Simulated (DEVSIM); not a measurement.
System: Mo/AlN/p-Ge capacitor, at 300 K.

Layer 1 from the left is AlN, thickness (nm) 14.0. Layer 2 from the left is Ge, thickness (nm) 3700, Na (cm⁻³) 2.6e16.

Metal gate on the left, work function 4.6 eV. Fixed charge at the semiconductor interface 0 cm⁻² (in units of +e); no interface traps.

This is a model device: material constants are rounded textbook-type values typed into the input, and sizes, dopings and lifetimes were drawn at random. Values at 300 K.

AlN: gap (eV) 6.1, affinity (eV) 1.9, permittivity 8.5. Ge: gap (eV) 0.664, affinity (eV) 4, permittivity 16, Nc (cm⁻³) 1.04e19, Nv (cm⁻³) 6e18.

DEVSIM, 1D Poisson equation in equilibrium, Boltzmann statistics, complete ionisation; no quantum confinement or tunnelling. Metal contacts follow the ideal Schottky-Mott rule: no Fermi-level pinning, no interface dipoles.

**Question.** What does the simulation give for the minimum of the low-frequency capacitance, the threshold voltage (band bending 2φF)?

**Answer.** minimum of the low-frequency capacitance 0.0925 μF/cm²; threshold voltage (band bending 2φF) 0.57 V.
